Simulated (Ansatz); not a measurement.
We consider CsCl-type CoAl, described by rVV10 (PAW; Ansatz, a program for electronic structure).

Settings: plane-wave cutoff 520 eV, 20×20×20 k mesh, Fermi–Dirac smearing 0.05 eV, no spin polarisation, scalar-relativistic PAW data made under PBE.

A third-order Birch–Murnaghan fit to the energies gives V0 = 11.674 Å³/atom, B0 = 179 GPa, B′ = 4.3.

| V (Å³/atom) | P (GPa) |
|---|---|
| 10.974 | … |
| 11.207 | 7.97 |
| 11.441 | 3.78 |
| 11.674 | 0.00 |
| 11.908 | -3.39 |
| 12.141 | -6.45 |
| 12.375 | … |

Question: Estimate the withheld pressures from this fit; the answers are the runs' own values.

Answer: 
- 10.974, P (GPa): 12.63
- 12.375, P (GPa): -9.20

The formula P = (3/2) B0 (x^(7/3) − x^(5/3)) [1 + (3/4)(B′ − 4)(x^(2/3) − 1)] with x = V0/V meets the computed pressures within 0.02 GPa when these rounded values are put in.

Measured, for comparison: bulk modulus 162 GPa, equilibrium volume per atom 11.71 Å³/atom (room temperature, no zero-point or thermal correction; as tabulated in Yamada et al. (2019), arXiv:1910.09660). Computed (rounded) less measured: bulk modulus +10 %, equilibrium volume per atom -0.3 %. A static lattice is as a rule a little smaller and stiffer than an uncorrected measurement, which narrows the difference in the equilibrium volume per atom and would widen misses of the other sign.

The computed numbers hold no vibrational or temperature effects.
